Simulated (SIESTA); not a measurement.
## A self-consistent single point of Mg6ZrCu (Amm2, 8 atoms in the cell) with SIESTA

Method of the run: GGA PBEsol, numerical atomic orbitals TZP, PseudoDojo PBEsol standard norm-conserving potentials (rewritten from UPF to PSML) in SIESTA 5.4.2.

This input was run:

```
# files in the folder: Mg.psml Zr.psml Cu.psml (PseudoDojo PBEsol standard)
SystemName  Mg6ZrCu
SystemLabel siesta

NumberOfAtoms                8
NumberOfSpecies              3
%block ChemicalSpeciesLabel
  1 12 Mg
  2 40 Zr
  3 29 Cu
%endblock ChemicalSpeciesLabel
LatticeConstant              1.0 Ang
%block LatticeVectors
     4.933399000    0.000000000    0.000000000
     0.000000000    3.062234000    5.630217000
     0.000000000   -3.062234000    5.630217000
%endblock LatticeVectors
AtomicCoordinatesFormat      Ang
%block AtomicCoordinatesAndAtomicSpecies
     0.000000000   -1.504475564    6.474749550  1
     0.000000000    1.504475564    6.474749550  1
     0.000000000    0.000000000    3.752201817  1
     2.466699500   -1.565414021    4.737489792  1
     2.466699500    1.565414021    4.737489792  1
     2.466699500   -0.000000000    1.984651492  1
     0.000000000   -0.000000000    9.162052124  2
     2.466699500    0.000000000    7.718351881  3
%endblock AtomicCoordinatesAndAtomicSpecies

XC.functional                GGA
XC.authors                   PBEsol
PAO.BasisSize                TZP
PAO.EnergyShift              0.01 Ry
MeshCutoff                   400 Ry
%block kgrid.MonkhorstPack
    5   0   0  0.0
    0   4   0  0.0
    0   0   4  0.0
%endblock kgrid.MonkhorstPack
OccupationFunction           FD
ElectronicTemperature        50.0 meV

MaxSCFIterations             150
SCF.Mixer.Method             Pulay
SCF.Mixer.Weight             0.2
SCF.Mixer.History            6
SCF.DM.Tolerance             1.0E-05
Diag.ParallelOverK           true
WriteForces                  true
Charge.Mulliken              end
```

The program printed (abridged):

```
reinit: Reading from file input.fdf

reinit: System Name: Mg6ZrCu
reinit: System Label: siesta

coor:   Atomic-coordinates input format  =     Cartesian coordinates
coor:                                          (in Angstroms)

siesta: Atomic coordinates (Bohr) and species
siesta:      0.00000  -2.84305  12.23550  1        1
siesta:      0.00000   2.84305  12.23550  1        2
siesta:      0.00000   0.00000   7.09063  1        3
siesta:      4.66139  -2.95820   8.95256  1        4
siesta:      4.66139   2.95820   8.95256  1        5
siesta:      4.66139  -0.00000   3.75045  1        6
siesta:      0.00000  -0.00000  17.31377  2        7
siesta:      4.66139   0.00000  14.58557  3        8

siesta: System type = bulk

initatomlists: Number of atoms, orbitals, and projectors:      8   110    84

siesta: ******************** Simulation parameters ****************************
redata: Spin configuration                          = none
redata: Time-Reversal Symmetry                      = T
redata: Number of Atomic Species                    =        3
redata: Mesh Cutoff                                 =   400.0000 Ry
redata: Net charge of the system                    =     0.0000 |e|
redata: Min. number of SCF Iter                     =        0
redata: Max. number of SCF Iter                     =      150
redata: SCF convergence failure will abort job
redata: SCF mix quantity                            = Hamiltonian
redata: Mix DM or H after convergence               =   F
redata: Recompute H after scf cycle                 =   F
redata: Mix DM in first SCF step                    =   T
redata: No kicks to SCF
redata: DM Mixing Weight for Kicks                  =     0.5000
redata: Require Harris convergence for SCF          =   F
redata: Harris energy tolerance for SCF             =     0.000100 eV
redata: Require DM convergence for SCF              =   T
   [... lines left out ...]
diag: Parallel distribution                         =     1 x     1
diag: Used triangular part                          = Lower
diag: Absolute tolerance                            =  0.100E-15
diag: Orthogonalization factor                      =  0.100E-05
diag: Memory factor                                 =  1.0000

superc: Internal auxiliary supercell:     5 x     5 x     5  =     125
superc: Number of atoms, orbitals, and projectors:   1000  13750  10500

                        Single-point calculation

superc: Internal auxiliary supercell:     5 x     5 x     5  =     125
superc: Number of atoms, orbitals, and projectors:   1000  13750  10500

outcell: Unit cell vectors (Ang):
        4.933399    0.000000    0.000000
        0.000000    3.062234    5.630217
        0.000000   -3.062234    5.630217

outcell: Cell vector modules (Ang)   :    4.933399    6.409105    6.409105
outcell: Cell angles (23,13,12) (deg):     57.0829     90.0000     90.0000
outcell: Cell volume (Ang**3)        :    170.1139
new_DM -- step:     1
Initializing Density Matrix...

Attempting to read DM from file... Failed...
DM filled with atomic data:

InitMesh: MESH = 60 x 72 x 72 = 311040
InitMesh: Mesh cutoff (required, used) =   400.000   408.801 Ry

stepf: Fermi-Dirac step function
        iscf     Eharris(eV)        E_KS(eV)     FreeEng(eV)     dDmax    Ef(eV) dHmax(eV)
   scf:    1   -14019.116610   -15492.418112   -15492.440033  2.567186 -1.122551190.937497
   scf:    2   -15558.820135   -16106.668974   -16106.695961  2.495942 -2.949132 78.316609
   scf:    3   -16215.478328   -16166.226210   -16166.259394  1.493582 -3.082398 51.818650
   scf:    4   -16217.802186   -16196.085685   -16196.122263  1.076881 -3.349162 26.879767
   scf:    5   -16197.112900   -16196.659481   -16196.697131  0.041712 -3.292483 25.537978
   scf:    6   -16181.205132   -16201.090302   -16201.115585  0.593994 -3.175457 17.826657
   [... 11 lines left out ...]
   scf:   18   -16206.573921   -16206.573923   -16206.604720  0.000168 -3.342126  0.002698
   scf:   19   -16206.573927   -16206.573925   -16206.604720  0.000030 -3.342117  0.000520
   scf:   20   -16206.573926   -16206.573926   -16206.604720  0.000033 -3.342114  0.000371
   scf:   21   -16206.573927   -16206.573926   -16206.604720  0.000013 -3.342116  0.000051
   scf:   22   -16206.573926   -16206.573926   -16206.604720  0.000001 -3.342115  0.000022
SCF Convergence by DM+H criterion
max |DM_out - DM_in|         :     0.0000014645
max |H_out - H_in|      (eV) :     0.0000221608
SCF cycle converged after 22 iterations

Using DM_out to compute the final energy and forces

siesta: E_KS(eV) =           -16206.5739

siesta: E_KS - E_eggbox =    -16206.5739

siesta: Atomic forces (eV/Ang):
     1   -0.000000    0.027849    0.115400
     2   -0.000000   -0.027849    0.115400
     3   -0.000000   -0.000000   -0.033724
     4   -0.000000    0.056336    0.121628
     5   -0.000000   -0.056336    0.121628
     6   -0.000000    0.000000   -0.005576
     7    0.000000    0.000000   -0.230934
     8   -0.000000   -0.000000   -0.111286
   Tot   -0.000000   -0.000000    0.092537
   Max    0.230934
   Res    0.073881    sqrt( Sum f_i^2 / 3N )
   Max    0.230934    constrained

Stress tensor Voigt[x,y,z,yz,xz,xy] (kbar):       21.07       16.82       15.59        0.00        0.00       -0.00
(Free)E + p*V (eV/cell)   -16208.4973
Target enthalpy (eV/cell)   -16206.6047

siesta: Program's energy decomposition (eV):
siesta: Ebs     =     -3743.121730
siesta: Eions   =     20258.770349
siesta: Ena     =      1546.216975
siesta: Ekin    =      8259.551476
siesta: Enl     =     -3711.297245
siesta: Eso     =         0.000000
siesta: Edftu   =         0.000000
siesta: DEna    =       117.763484
siesta: DUscf   =         4.877748
siesta: DUext   =         0.000000
siesta: Ex      =     -2031.174841
siesta: Ec      =      -133.741175
siesta: Exc     =     -2164.916016
siesta: Eharris =    -16206.573926
siesta: Etot    =    -16206.573926
siesta: FreeEng =    -16206.604720

siesta: Atomic forces (eV/Ang):
siesta:      1   -0.000000    0.027849    0.115400
siesta:      2   -0.000000   -0.027849    0.115400
siesta:      3   -0.000000   -0.000000   -0.033724
siesta:      4   -0.000000    0.056336    0.121628
siesta:      5   -0.000000   -0.056336    0.121628
siesta:      6   -0.000000    0.000000   -0.005576
siesta:      7    0.000000    0.000000   -0.230934
siesta:      8   -0.000000   -0.000000   -0.111286
siesta: ----------------------------------------
   [... lines left out ...]
siesta: Cell volume =        170.113878 Ang**3
siesta:         -17.82472879        -13.91062898  kBar
   [... lines left out ...]
               5pz     5px     4dxy    4dyz    4dz2    4dxz    4dx2-y2 4dxy
               4dyz    4dz2    4dxz    4dx2-y2 4dxy    4dyz    4dz2    4dxz
               4dx2-y2
   7 11.594   1.949   0.377  -0.337   0.625   1.985   2.000   1.986   0.136
              0.194   0.232   0.342   0.486   0.476   0.610   0.596   0.033

              0.102   0.080   0.037   0.085  -0.011  -0.114  -0.071  -0.080

             -0.123

Species: Cu
Atom  Qatom  Qorb
               3s      4s      4s      4s      3py     3pz     3px     4py
               4pz     4px     3dxy    3dyz    3dz2    3dxz    3dx2-y2 3dxy
               3dyz    3dz2    3dxz    3dx2-y2 3dxy    3dyz    3dz2    3dxz
               3dx2-y2
   8 18.824   1.988   1.029  -0.572   0.320   2.007   2.008   2.010   0.157
              0.211   0.256   1.682   1.687   1.700   1.658   1.648   0.125

              0.123   0.125   0.117   0.114   0.078   0.082   0.074   0.088

              0.109

mulliken: Qtot =       91.000

Mulliken Atomic Populations:
Atom #   charge [q] valence [e]  Species
     1    -0.096087   10.096087  Mg
     2    -0.096087   10.096087  Mg
     3    -0.284641   10.284641  Mg
     4    -0.012024   10.012024  Mg
     5    -0.012024   10.012024  Mg
     6    -0.081749   10.081749  Mg
     7     0.406181   11.593819  Zr
     8     0.176431   18.823569  Cu
 Total    -0.000000
```

The run converged in 22 iterations.

The starting cell comes from a database of computed structures (which also holds hypothetical and non-ambient phases and stackings), without a prior relaxation at this level. Its lattice was rescaled by a random factor within 2.5 % of one. Spin polarisation is off. Values carry the incompleteness of an atom-centred basis.

Cost on one core of a shared machine: roughly 70 s.
